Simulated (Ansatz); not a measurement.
Take La₂O₃ (space group P-3m1, No. 164) as the base.

```
La2O3
1.0
    3.90611     0.00000     0.00000
   -1.95305     3.38279     0.00000
    0.00000     0.00000     6.03995
La O
2 3
Cartesian
  0.00000   2.25519   1.48195
  1.95305   1.12760   4.55800
  0.00000   0.00000   0.00000
  0.00000   2.25519   3.90189
  1.95305   1.12760   2.13806
```

Cartesian axes are those of the cell as printed.

Calculations: PBEsol (Ansatz, an electronic-structure program, PAW, spin-orbit coupling left out).

Before the change:

| Item | Value |
|---|---|
| Smallest direct gap | 3.86 eV |
| Band gap | 3.77 eV |
| Gap character | indirect, L → K |

One thing is altered: the cell is stretched by 2.17 % along z with no lateral relaxation; the atoms relax in the strained cell.

**Question.** Estimate the effect on the smallest direct gap.

**Answer.** The smallest direct gap stays 3.86 eV.

**Question.** How does this affect the band gap?

**Answer.** The band gap hardly moves (3.77 eV against 3.78 eV).

**Question.** Predict the new gap character.

**Answer.** The gap character changes from indirect, L → K to indirect, H–A (29 % along) → M.

Whether these cells are dynamically stable was not tested.
